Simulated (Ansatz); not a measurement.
SiC(0001):H-slab (8 atoms), on its own PBE lattice.

```yaml
crystal:
  lattice:
    - [3.08676, 0.00000, 0.00000]
    - [-1.54338, 2.67321, 0.00000]
    - [0.00000, 0.00000, 26.25100]
  atoms:
    - { symbol: C, position: [0.33333, 0.66667, 0.38642] }
    - { symbol: Si, position: [0.66667, 0.33333, 0.40911] }
    - { symbol: C, position: [0.66667, 0.33333, 0.48095] }
    - { symbol: Si, position: [0.00000, 0.00000, 0.50487] }
    - { symbol: C, position: [0.00000, 0.00000, 0.57675] }
    - { symbol: Si, position: [0.33333, 0.66667, 0.60022] }
    - { symbol: H, position: [0.33333, 0.66667, 0.34432] }
    - { symbol: H, position: [0.33333, 0.66667, 0.65732] }
```

Methods: PBE+D3(BJ) (plane waves to 420 eV, PAW; Ansatz, a first-principles code); r2SCAN (plane waves to 500 eV, PAW; Ansatz); HSE06 (plane waves to 420 eV, PAW; Ansatz). Geometries and values that name no level are of the first. No spin–orbit coupling; PBE gaps are too small against experiment. Its k-point mesh 12×12×1, Fermi–Dirac width 0.01 eV. HSE06 ran on meshes of its own (9×9×1); its edges and gaps are taken over the mesh and over extra points off it, mostly where PBE has its edges. A dipole correction is on.

All levels ran on one geometry.

```
level      mesh  gap (eV)
------  -------  --------
PBE     12×12×1      2.24
r2SCAN  12×12×1      2.62
HSE06     9×9×1      3.19
```
